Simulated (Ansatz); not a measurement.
The parent structure is SiGe in the wurtzite structure (space group P6_3mc, No. 186; a = 3.900 Å, c = 6.443 Å; a model cell, its experimental status unchecked).

Levels (all Ansatz, a program for electronic structure, PAW, earlier PAW set): PBEsol (420 eV, no SOC); r2SCAN (500 eV, no spin-orbit coupling).

Its gap is 0.35 eV with PBEsol and 0.65 eV with r2SCAN.

Perturbation: cell and atoms relaxed at a pressure of 4.5 GPa.

With PBEsol the gap becomes 0.26 eV.

**Question.** If the r2SCAN correction stayed the same, what would the r2SCAN gap be, and what does the r2SCAN run give?

**Answer.** A rigid correction of +0.30 eV gives 0.56 eV. The r2SCAN run gives 0.57 eV, so the two effects roughly add.

Single points use the geometry relaxed with PBEsol. Load acts through the strain it causes; cell and atoms are relaxed under it. Stability against distortions was not tested. A zero or small gap of SiGe under pressure 4.5 GPa can be the functional's error rather than a property of the material.
